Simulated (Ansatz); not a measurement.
MoP is taken in the hexagonal space group P-6m2 (No. 187), Pearson symbol hP2. Conventional cell: a = 3.2412 Å, b = 3.2412 Å, c = 3.1941 Å, α = 90.00°, β = 90.00°, γ = 120.00°. Mo on 1a sees 6 P at 2.460 Å and 8 Mo at 3.194–3.241 Å. P on 1d has 6 Mo at 2.460 Å (trigonal prismatic). (Neighbours: up to the widest gap in distance over summed covalent radii, below 1.35, at either atom; cation-cation and far metal-metal contacts left out.)

MoP (P-6m2), PBE, DFPT electron-phonon coupling, linearised Boltzmann equation (plane waves, PAW, scalar-relativistic; Ansatz, a quantum-chemistry and plane-wave program): the phonon-limited resistivity at 300 K is 12.5 μΩ·cm (x, the basal plane), 12.5 μΩ·cm (y, the basal plane), 9.14 μΩ·cm (z, c). Third figures are kept for the arithmetic.

Problem. How anisotropic is it, and between which bounds lies a dense polycrystal with random grains and no boundary scattering?

Solution. Largest over smallest: 1.37. Upper bound, grains in series: (12.5 + 12.5 + 9.14)/3 = 11.4 μΩ·cm. Lower bound, grains side by side: 3/Σ(1/ρ) = 11.1 μΩ·cm. The best single-crystal direction lies 18 % under the lower bound.

A metal at this level (no band gap). Only scattering by harmonic phonons is included (no impurities, grain boundaries, electron-electron scattering or thermal expansion). Spin-orbit coupling is left out. The run warned that the eigensolver left some states short of its tolerance. Halving the electron mesh (28x28x28) moves the resistivity by up to 4 % at 300 K, the mean free path by up to 5 %. Smearing 0.20 eV; phonons on a 5x5x4 q mesh, which this run doesn't test.

Formula and space group known from diffraction (Crystallography Open Database), not checked to be the room-temperature form: MoP (P-6m2).
